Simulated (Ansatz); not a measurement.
Worked example: relaxation of cell and atoms of CoSi (P2_13, 8 atoms in the cell) in Ansatz (a program for electronic structure).

Method of the run: LDA (PW92), default PAW files made with PBE (plane waves; Ansatz).

The change in words: atoms on their sites; relax: default → cell and atoms. Reference geometry:
```
CELL_PARAMETERS angstrom
      4.42668     0.00000     0.00000
      0.00000     4.42668     0.00000
      0.00000     0.00000     4.42668
ATOMIC_POSITIONS crystal
  Co 0.85600 0.64400 0.35600
  Co 0.35600 0.85600 0.64400
  Co 0.15052 0.15052 0.15052
  Co 0.64400 0.35600 0.85600
  Si 0.15700 0.34300 0.65700
  Si 0.65700 0.15700 0.34300
  Si 0.84300 0.84300 0.84300
  Si 0.34300 0.65700 0.15700
```

Reference input (self-consistent single point, DFT, LDA (PW92), plane waves, default PAW files made with PBE): basis.ecutwfc = 420 eV; kpoints.mp_grid.grid = 5 5 5; hamiltonian.xc = lda; hamiltonian.pseudopotentials = {kind: paw} (the program's default PAW files); scf.occupations.method = gaussian; scf.occupations.width = 0.1 eV. This run's input differs from it in these lines:

```diff
@@ -9,3 +9,3 @@
     - { symbol: Co, position: [0.356000, 0.856000, 0.644000] }
-    - { symbol: Co, position: [0.150521, 0.150521, 0.150521] }
+    - { symbol: Co, position: [0.144000, 0.144000, 0.144000] }
     - { symbol: Co, position: [0.644000, 0.356000, 0.856000] }
@@ -24,2 +24,4 @@
   occupations: { method: gaussian, width: 0.1 }
+relax:
+  cell: {}
 output:
```

Output (repeated stretches shortened):

```
   [... SCF lines of the steps left out ...]
relax step   1: F+E_penalty+E_count = -22691.65270454 eV  Δ(F+E_penalty+E_count) = +0.000e0 eV  max|allowed force component| = 4.104e-2 eV/Å  Δτ_max = 0.0000 Å  P = -11.853 GPa  Ω = 86.743 Å³  (7 SCF iters, dr2 threshold 1.00e-7 eV, accepted)
relax step   2: F+E_penalty+E_count = -22691.79174367 eV  Δ(F+E_penalty+E_count) = -1.390e-1 eV  max|allowed force component| = 1.892e-2 eV/Å  Δτ_max = 0.0031 Å  P = -5.428 GPa  Ω = 84.239 Å³  energy of the carried Pulay correction = +2.629e-3 eV  [...]
   [... lines left out ...]
relax step   7: F+E_penalty+E_count = -22691.82358057 eV  Δ(F+E_penalty+E_count) = -5.291e-5 eV  max|allowed force component| = 5.761e-5 eV/Å  Δτ_max = 0.0009 Å  P = +0.000 GPa  Ω = 82.332 Å³  energy of the carried Pulay correction = +2.526e-5 eV  [...]
relax step   8: F+E_penalty+E_count = -22691.82358057 eV  Δ(F+E_penalty+E_count) = -4.002e-11 eV  max|allowed force component| = 5.846e-5 eV/Å  Δτ_max = 0.0000 Å  P = -0.000 GPa  Ω = 82.332 Å³  stress off target by 4.63e-4 GPa  SCF on the basis [...]
basis re-selected at this cell: Δ(F+E_penalty+E_count) = -4.002e-11 eV, ΔP = -0.000 GPa vs the last step
the relaxation is at rest under the 12 symmetry operations that the run kept from its start: a minimum is not shown …
Stability not checked: this state was not tested for a lower state beside it, because too few of the mixer's solves of this state at the end of the SCF gave a …
Free energy (F): -22691.823581 eV
Internal energy: -22691.815840 eV  (E = F + TS)
   [... lines left out ...]
Fermi energy:    17.482020 eV
  cell:  # Å, volume = 82.3316 Å³
   [... lines left out ...]
    - { symbol: Si, position: [0.15690629498486294, 0.34309370501513703, 0.6569062949848629] }
    - { symbol: Si, position: [0.6569062949848629, 0.15690629498486294, 0.34309370501513703] }
    - { symbol: Si, position: [0.843093705015137, 0.843093705015137, 0.843093705015137] }
    - { symbol: Si, position: [0.34309370501513703, 0.6569062949848629, 0.15690629498486294] }
```

The run converged.  The full log also holds: “iter 4 did not close the SCF: its close was put off for the readings that it lacked (scf_convergence_deferred on its scf_iter line)”. The full log also holds: “iter 5 did not close the SCF: its close was put off for the readings that it lacked (scf_convergence_deferred on its scf_iter line)”.

Summary of the result:
* **Free energy E − TS (on the zero of these files)**: -22691.8236 eV
* **Fermi level (on the code's own zero)**: 17.48 eV
* **Pressure**: 0.00 GPa
* **Final cell**: a = b = c = 4.3503 Å, α = β = γ = 90.00°
* **Final volume per atom**: 10.29 Å³
* **Relaxation steps**: 8

The starting cell has typed, rounded lattice constants, without a prior relaxation at this level. Its lattice was rescaled by up to half a per cent. Spin polarisation is off. The relaxation keeps the symmetry of its start, so its end need not be a minimum. Ansatz's pressure includes its estimate of the finite-basis (Pulay) stress.

Cost on one core of a shared machine: roughly 40 s.

Keys are those of Ansatz 0.2.
